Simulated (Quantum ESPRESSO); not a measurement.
Troubleshooting Quantum ESPRESSO: a failed run on Au (Fm-3m, 1 atom in the cell). The aim is a self-consistent single point with DFT, PBEsol, plane waves, GBRV 1.5 ultrasoft (PBESOL) pseudopotentials.

Cell that was meant: a = 2.9495 Å, b = 2.9495 Å, c = 2.9495 Å, α = 60.00°, β = 60.00°, γ = 60.00°.

Part of the input:

```fortran
 celldm(1) = 7.8825956864
 nat = 1
 ntyp = 1
 ecutwfc = 40.0
 ecutrho = 320
 occupations = 'smearing'
 smearing = 'fermi-dirac'
[...]
ATOMIC_SPECIES
Au   196.9666  au_pbesol_v1.uspp.F.UPF
ATOMIC_POSITIONS angstrom
Au    0,0000000000    0,0000000000    0,0000000000
K_POINTS automatic
9 9 9  0 0 0
```

Output, abridged:

```
     This program is part of the open-source Quantum ESPRESSO suite
     for quantum simulation of materials; please cite

[eval_infix.c] A parsing error occurred
helper string:
0,0000000000
error code:
Error: invalid token: ,

 %%%%%%%%%%%%%%%%%%%%%%%%%%%%%%%%%%%%%%%%%%%%%%%%%%%%%%%%%%%%%%%%%%%%%%%%%%%%%%
     Error in routine card_atomic_positions (1):
     Error while parsing atomic position card.
 %%%%%%%%%%%%%%%%%%%%%%%%%%%%%%%%%%%%%%%%%%%%%%%%%%%%%%%%%%%%%%%%%%%%%%%%%%%%%%

     stopping ...
```

Task: From the messages shown, name the fault and mend the input.

Result: The fault is decimal commas. The program does not read a comma as a decimal mark. To fix it, use decimal points. The program stopped before any SCF iteration.

An input that runs soundly differs in these lines (not the only fix; some lines may just follow from the change or write a value another way):
```diff
- ecutwfc = 40.0
+ ecutwfc = 40
-Au    0,0000000000    0,0000000000    0,0000000000
+Au    0.0000000000    0.0000000000    0.0000000000
```

With that input, the run converged in 9 iterations: free energy E − TS -1561.2445 eV; Fermi level (on the code's own zero) 14.08 eV; pressure -9.78 GPa (DFT, PBEsol, plane waves, GBRV 1.5 ultrasoft (PBESOL) pseudopotentials).

On the sound input: the starting cell comes from a database of computed structures (which also holds hypothetical and non-ambient phases and stackings), without a prior relaxation at this level. With a pressure of about -10 GPa the cell is away from its equilibrium volume at this level.
